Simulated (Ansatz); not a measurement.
Response to strain in Mo

Take Mo in the bcc (W type) structure (space group Im-3m, No. 229; a = 3.1611 Å; relaxed with 0.1 eV smearing) as the base.

Strains are applied to the cell and any free atomic positions relax.

Method: Kohn–Sham DFT with the PBE functional, run in Ansatz (a quantum-chemistry and plane-wave program) with PAW and 420 eV plane waves, no SOC.

Candidates:
(a) isotropic strain +2.50 %
(b) isotropic strain +3.00 %
(c) isotropic strain −1.00 %

Notes on the quantities. energy relative to the base: free energy F.

Q: Order them by energy relative to the base, lowest first.

A: (c) isotropic strain −1.00 % (+12 meV/atom), (a) isotropic strain +2.50 % (+66 meV/atom), (b) isotropic strain +3.00 % (+94 meV/atom)

No phonon test of stability was made. All final runs are without spin polarisation.
